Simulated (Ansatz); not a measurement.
The reference is BN in the zinc blende structure (space group F-43m, No. 216; a = 3.6097 Å). Axes: x, y, z lie along the cube axes.

Computed with r2SCAN in Ansatz (plane waves to 500 eV, PAW, no spin-orbit coupling).

Base values:

- Valley order: X along ⟨100⟩ 5.00 eV

The change: uniaxial strain ε_zz = +2.50 %, all other strain components held at zero; the atoms relax in the strained cell.

Problem. Predict the new stress and valley order.

Solution. The stress (xx, yy, zz, yz, xz, xy; compression positive) amounts to (-3.86, -3.86, -20.02, 0.00, 0.00, 0.00) GPa; the valley order (the lowest conduction-band minima on the path, energy above the VBM, named in the base's zone) goes from X along ⟨100⟩ 5.00 eV to X along [010] 4.75 eV; X along [001] 5.18 eV.

The levels and masses belong to the bands next to the band gap. Whether these cells are dynamically stable was not tested.

Ansatz is a first-principles code.
